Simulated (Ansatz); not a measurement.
# A computed series for Ru: response to strain

Base system: Ru in the hcp (Mg type) structure (space group P6_3/mmc, No. 194; relaxed with 0.1 eV smearing).

```
Ru
1.0
    2.67558     0.00000     0.00000
   -1.33779     2.31712     0.00000
    0.00000     0.00000     4.22371
Ru
2
Direct
  0.66667   0.33333   0.75000
  0.33333   0.66667   0.25000
```

Strains are applied to the cell and any free atomic positions relax.

Computed with LDA in Ansatz (plane waves to 420 eV, PAW, scalar-relativistic without spin-orbit coupling).

Candidates:
(a) isotropic strain +1.50 %
(b) isotropic strain +1.00 %
(c) isotropic strain −3.00 %
(d) isotropic strain +2.50 %

Notes on the quantities. energy relative to the base: free energy F.

Problem. Order them by energy relative to the base, lowest first.

Solution. (b) isotropic strain +1.00 % (+13 meV/atom), (a) isotropic strain +1.50 % (+29 meV/atom), (d) isotropic strain +2.50 % (+77 meV/atom), (c) isotropic strain −3.00 % (+136 meV/atom)

Stability against distortions was not tested. The final runs are not spin-polarised.

Ansatz is an electronic-structure program.
